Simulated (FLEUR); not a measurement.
Worked example: self-consistent single point of InSb (F-43m, 2 atoms in the cell) in FLEUR.

Level of theory: LDA (Perdew-Zunger), all-electron FLAPW (FLEUR), scalar-relativistic valence in FLEUR.

```yaml
crystal:
  lattice:
    - [0.00000, 3.31661, 3.31661]
    - [3.31661, 0.00000, 3.31661]
    - [3.31661, 3.31661, 0.00000]
  atoms:
    - { symbol: In, position: [0.00000, 0.00000, 0.00000] }
    - { symbol: Sb, position: [0.25000, 0.25000, 0.25000] }
```

Reference input (self-consistent single point, DFT, PBEsol, all-electron FLAPW (FLEUR), scalar-relativistic valence): Kmax = 4 1/bohr; GmaxXC = 16 1/bohr; xcFunctional = PBEs; jspins = 1; l_soc = F; mode = hist; fermiSmearingEnergy = 0.00367493 Htr; mesh (inpgen div1-3) = 6 6 6; inpgen gamma flag = true; Gmax = 16 1/bohr; numbands = 0; maxIterBroyd = 25. This run's input differs from it in these lines:

```diff
@@ -14,3 +14,3 @@
 &comp jspins=1 /
-&exco xctyp='PBEs' /
+&exco xctyp='pz' /
 &kpt div1=6 div2=6 div3=6 gamma=t /
@@ -27,3 +27,3 @@
       <coreElectrons ctail="T" frcor="F" kcrel="0" coretail_lmax="0"/>
-      <xcFunctional name="PBEs" relativisticCorrections="F"/>
+      <xcFunctional name="pz" relativisticCorrections="F"/>
       <magnetism jspins="1"/>
```

Output (repeated stretches shortened):

```
 Iteration:     1   Distance:       4.17512766 me/bohr^3
 Iteration:     2   Distance:       3.89002981 me/bohr^3
 Iteration:     3   Distance:       1.93629711 me/bohr^3
 Iteration:     4   Distance:       0.49819913 me/bohr^3
 Iteration:     5   Distance:       0.42223245 me/bohr^3
   [... 5 lines left out ...]
 Iteration:    11   Distance:       0.00025535 me/bohr^3
 Iteration:    12   Distance:       0.00005990 me/bohr^3
 Iteration:    13   Distance:       0.00004809 me/bohr^3
 Iteration:    14   Distance:       0.00000288 me/bohr^3
 Run finished successfully
 Stop message:
   Structural relaxation: Done

[file out, last iteration]
             iter=     15
[...]
          total density-effective poten   -2.0476399271E+04
          total charge density-energy d   -3.1999408903E+02
 Updated energy parameters for spin:           1
[...]
 fermi energy and band-weighting factors:

[...]
FERMIE:
          first approx. to ef    (T=0)  :   0.153155 htr   (energy of the highest occ. eigenvalue)
          number of occ. states  (T=0)  :        224
          first approx. to seigv (T=0)  : -12.679079 htr
          sum of weights of occ. states :  14.000000
          sum of semicore charge        :   0.000000 e
FERHIS:  Fermi-Energy by histogram:
          bandgap                     :   0.000000 htr
   [... lines left out ...]
          charge neutrality (T=0)     :   0.000000    (zero if the highest occ. eigenvalue is "entirely" occupied)
     EF_NEWTON:  Adjust Fermi-Energy by Newton-Method.
 Direct bandgap for spin            1 :    3.5942902839579627E-002  Htr
 ---->    free energy=                    -12356.3208577637 htr
   [... lines left out ...]
      extrapolation for T->0
 ---->    total electron energy=          -12356.3207426524 htr
 ***** TOTAL FORCES ON ATOMS *****
 TOTAL FORCE FOR ATOM TYPE=  1  X=  0.000   Y=  0.000   Z=  0.000
                       FX_TOT= 0.000000 FY_TOT= 0.000000 FZ_TOT= 0.000000
 TOTAL FORCE FOR ATOM TYPE=  2  X=  3.134   Y=  3.134   Z=  3.134
                       FX_TOT= 0.000000 FY_TOT= 0.000000 FZ_TOT= 0.000000
 Structural relaxation: Done
```

The run converged in 14 iterations. FLEUR gives forces in its relaxation mode, with a further iteration, so its stop message speaks of a relaxation. 

The starting cell comes from a database of computed structures (which also holds hypothetical and non-ambient phases and stackings), without a prior relaxation at this level. Spin-orbit coupling is off. Values depend on the basis (sphere radii, cutoffs, local orbitals), which need not be converged. No gap is read from this output. The log's line on a gap gives a spacing of levels on this mesh, which the program prints for metals too.

Cost on one core of a shared machine: roughly 40 s.
